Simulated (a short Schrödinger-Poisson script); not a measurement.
Structure: MOS inversion layer, Al2O3 on p-type Si(100), at 400 K.

From the gate side: 6.4 nm Al2O3; 220 nm Si, acceptors 3.9e18 cm⁻³.

The device is made up for the run: typed textbook-type constants, with dimensions and the other settings drawn at random. Al2O3: permittivity 9, conduction-band edge (eV) 2.7, gap (eV) 6.8, electron mass (mₑ) 0.3. Si: permittivity 11.7, conduction-band edge (eV) 0, gap (eV) 1.124, Nv at 300 K (cm⁻³) 3.1e19.

Channel valleys (confinement mass, in-plane density-of-states mass, number): Δ2 0.916, 0.19, 2; Δ4 0.19, 0.417, 4. At the gate the conduction-band edge of layer 1 lies 3.3 eV − eVg above the Fermi level of the channel; the field vanishes at the back. Gaps are held at their typed values at every temperature. Mesh 0.03 nm at interfaces.

From a short Schrödinger-Poisson script (our own, NumPy): 1D Poisson equation in equilibrium, electrons quantum, Hartree (BenDaniel-Duke, 12 states a valley, the channel's in-plane mass for all, wave functions ending at the dielectric), parabolic valleys, classical holes, full ionisation, no traps, pinning or gate leakage.

```
Vg (V)  electrons (cm⁻²)  C (μF/cm²)  Δ2 E0 (meV from the Fermi level)  Δ4 E0 (meV from the Fermi level)
------  ----------------  ----------  --------------------------------  --------------------------------
1.4               3.93e9       0.408                             255.3                             370.7
1.5              2.34e10       0.434                             193.3                             312.0
1.6              1.17e11       0.557                             137.2                             258.8
1.7              3.78e11       0.748                              95.7                             220.1
1.8              8.00e11       0.878                              68.5                             195.4
1.9              1.32e12       0.949                              49.8                             179.0
2                1.88e12       0.991                              35.7                             167.1
2.1              2.48e12        1.02                              24.4                             158.0
2.2              3.10e12        1.04                              14.9                             150.5
2.3              3.73e12        1.05                               6.5                             144.2
2.4              4.37e12        1.06                              -1.0                             138.8
2.5              5.02e12        1.07                              -7.8                             134.0
2.6              5.68e12        1.07                             -14.1                             129.7
2.7              6.34e12        1.08                             -20.0                             125.7
2.8              7.00e12        1.08                             -25.6                             122.1
2.9              7.67e12        1.09                             -30.9                             118.7
3                8.34e12        1.09                             -36.0                             115.5
```

Gate voltages with under 1e9 electrons/cm² are left out.

**Question.** At Vg = 3 V the lowest Δ2 subband lies at -36.0 meV from the Fermi level. How many electrons does it hold, and what share of all?

**Answer.** The two-dimensional density of states is g m/(πħ²) = 1.59e11 cm⁻² meV⁻¹ (both spins), kT = 34.5 meV, so n = D kT ln(1 + exp(−E/kT)) = 7.36e12 cm⁻², 0.88 of the 8.34e12 cm⁻² in all.

**Question.** Compare the slope of the sheet density between 2.8 and 3 V with the geometric capacitance of the layers between gate and channel.

**Answer.** q Δn/ΔV = 1.07 μF/cm²; ε0/Σ(t/ε) = 1.25 μF/cm². The ratio is 0.86: the channel acts as a further capacitance in series.
